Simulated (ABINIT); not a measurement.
Convergence study of the k-point mesh at a smearing width of 0.02 eV for Al (Fm-3m, 1 atom in the cell)

```
Al
1.0
    0.00000     2.03107     2.03107
    2.03107     0.00000     2.03107
    2.03107     2.03107     0.00000
Al
1
Direct
  0.00000   0.00000   0.00000
```

Method of the run: PBEsol, norm-conserving pseudopotentials (PseudoDojo nc-sr-04 PBEsol standard) (plane waves; ABINIT).

Base settings: pseudos = [Al.upf]; ecut = 544 eV; ixc = -116133; occopt = 7; tsmear = 0.00367493 Ha; ngkpt = 14 14 14; nshiftk = 1; shiftk = 0 0 0; potentials = PseudoDojo nc-sr-04 PBEsol standard; nband = 7.

In this ladder: tsmear = 0.00073499 Ha.

Only quantities that move along the ladder and can be compared are tabulated.

The count of work is k-points × plane waves × bands × iterations; it is no time. 

The starting cell has typed, rounded lattice constants, without a prior relaxation at this level. Its lattice was rescaled by up to half a per cent. In the base run, with a pressure of about -3 GPa the cell is away from its equilibrium volume at this level.

| ngkpt | free energy less the last step's (meV/atom) | pressure (GPa) | count of work / last |
|---|---|---|---|
| 5 5 5 | 60.13 | -1.01 | 0.0096 |
| 6 6 6 | -65.70 | -2.30 | 0.015 |
| 7 7 7 | -44.16 | -3.58 | 0.020 |
| 9 9 9 | 30.22 | -2.49 | 0.034 |
| 10 10 10 | 20.79 | -3.07 | 0.047 |
| 13 13 13 | 3.32 | -2.79 | 0.083 |
| 15 15 15 | -0.16 | -2.97 | 0.12 |
| 18 18 18 | 2.42 | -2.65 | 0.20 |
| 22 22 22 | -2.50 | -2.74 | 0.33 |
| 27 27 27 | -1.05 | -2.87 | 0.57 |
| 33 33 33 | 0.00 | -2.83 | 1.0 |

Coarsest ngkpt that holds the pressure within 1 GPa of the last step, with all finer ones: 6 6 6, at 0.015 of the last step's count of work; the step before is off by 1.8 GPa.

Coarsest ngkpt that holds the free energy within 5 meV/atom of the last step, with all finer ones: 13 13 13, at 0.083 of the last step's count of work; the step before is off by 21 meV/atom.
